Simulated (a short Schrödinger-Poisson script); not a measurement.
System: MOS inversion layer, HfO2 on p-type Si(100), at 300 K.

From the gate side: 6.9 nm HfO2; 840 nm Si, acceptors 2.6e17 cm⁻³.

The device is made up for the run: typed textbook-type constants, with dimensions and the other settings drawn at random. HfO2: permittivity 22, conduction-band edge (eV) 1.55, gap (eV) 5.7, electron mass (mₑ) 0.2. Si: permittivity 11.7, conduction-band edge (eV) 0, gap (eV) 1.124, Nv at 300 K (cm⁻³) 3.1e19.

Channel valleys (confinement mass, in-plane density-of-states mass, number): Δ2 0.916, 0.19, 2; Δ4 0.19, 0.417, 4. At the gate the conduction-band edge of layer 1 lies 1.87 eV − eVg above the Fermi level of the channel; the field vanishes at the back. Gaps are held at their typed values at every temperature. Mesh 0.03 nm at interfaces.

Solved with a short Schrödinger-Poisson script written for these runs: 1D Poisson equation in equilibrium, electrons quantum, Hartree (BenDaniel-Duke, 12 states a valley, the channel's in-plane mass for all, wave functions ending at the dielectric), parabolic valleys, classical holes, full ionisation, no traps, pinning or gate leakage.

```
Vg (V)  electrons (cm⁻²)  C (μF/cm²)  Δ2 E0 (meV from the Fermi level)  Δ4 E0 (meV from the Fermi level)
------  ----------------  ----------  --------------------------------  --------------------------------
0.3               5.46e9       0.178                             187.6                             235.4
0.35             2.97e10       0.290                             143.3                             192.2
0.4              1.30e11       0.637                             104.3                             154.7
0.45             3.75e11        1.09                              75.6                             128.2
0.5              7.51e11        1.40                              56.1                             111.3
0.55             1.21e12        1.59                              41.9                             100.1
0.6              1.72e12        1.71                              30.9                              92.1
0.65             2.26e12        1.79                              21.9                              86.1
0.7              2.83e12        1.86                              14.2                              81.3
0.75             3.41e12        1.91                               7.3                              77.3
0.8              4.01e12        1.95                               1.2                              73.9
0.85             4.63e12        1.98                              -4.5                              71.0
0.9              5.25e12        2.01                              -9.8                              68.4
0.95             5.88e12        2.03                             -14.8                              66.0
1                6.51e12        2.05                             -19.5                              63.9
1.05             7.15e12        2.07                             -24.1                              61.9
1.1              7.80e12        2.08                             -28.4                              60.0
```

Gate voltages with under 1e9 electrons/cm² are left out.

### Question
At Vg = 1.1 V the lowest Δ2 subband lies at -28.4 meV from the Fermi level. How many electrons does it hold, and what share of all?

### Answer
The two-dimensional density of states is g m/(πħ²) = 1.59e11 cm⁻² meV⁻¹ (both spins), kT = 25.9 meV, so n = D kT ln(1 + exp(−E/kT)) = 5.69e12 cm⁻², 0.73 of the 7.80e12 cm⁻² in all.

### Question
Compare the slope of the sheet density between 1 and 1.1 V with the geometric capacitance of the layers between gate and channel.

### Answer
q Δn/ΔV = 2.07 μF/cm²; ε0/Σ(t/ε) = 2.82 μF/cm². The ratio is 0.73: the channel acts as a further capacitance in series.
